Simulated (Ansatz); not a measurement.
Consider YCu in the CsCl type structure (space group Pm-3m, No. 221; relaxed with 0.1 eV smearing).

```
CELL_PARAMETERS angstrom
      3.42514     0.00000     0.00000
      0.00000     3.42514     0.00000
      0.00000     0.00000     3.42514
ATOMIC_POSITIONS crystal
  Y  0.00000 0.00000 0.00000
  Cu 0.50000 0.50000 0.50000
```

Cartesian axes are those of the cell as printed.

The values are results of PBEsol (Ansatz, a quantum-chemistry and plane-wave program; PAW; 420 eV plane waves; without spin-orbit coupling), not measurements.

Modification: uniaxial strain ε_zz = +2.67 %, all other strain components held at zero; the atoms relax in the strained cell.

Question: Predict the stress tensor and what it implies for the stiffness.

Answer: Stress of the strained cell less that of the base (GPa, compression positive):
```
   -1.3     0.0     0.0
    0.0    -1.3     0.0
    0.0     0.0    -3.2
```

Then −Δσ_ii/ε with ε = 0.0267 gives secant stiffness values (nonlinear terms included at this strain): C33 ≈ 119 GPa, C13 ≈ 50 GPa and C23 ≈ 50 GPa.

As a check, the harmonic strain energy −½ V₀ Δσ:ε is 5.3 meV/atom; the computed energy rise is 5.4 meV/atom.

Stability against distortions was not tested. The final runs are not spin-polarised.
